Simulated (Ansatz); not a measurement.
The parent structure is FeCo in the CsCl type structure (space group Pm-3m, No. 221; a = 2.800 Å; ferromagnetic).

Level of theory: DFT with PBEsol, PAW potentials and a 420 eV plane-wave cutoff in Ansatz (an electronic-structure program), no SOC, earlier PAW set.

For the base:

The lattice parameter a comes out as 2.800 Å and the magnetic state is ferromagnetic.

Now apply this change: a hydrostatic pressure of 0.9 GPa.

Estimate the effect on the lattice parameter a and magnetic state.

The lattice parameter a falls by 0.004 Å (2.800 Å → 2.796 Å); the magnetic state remains ferromagnetic.

Other magnetic orders, which the real material may have, were not ruled out. Load acts through the strain it causes; cell and atoms are relaxed under it. No phonon test of stability was made.
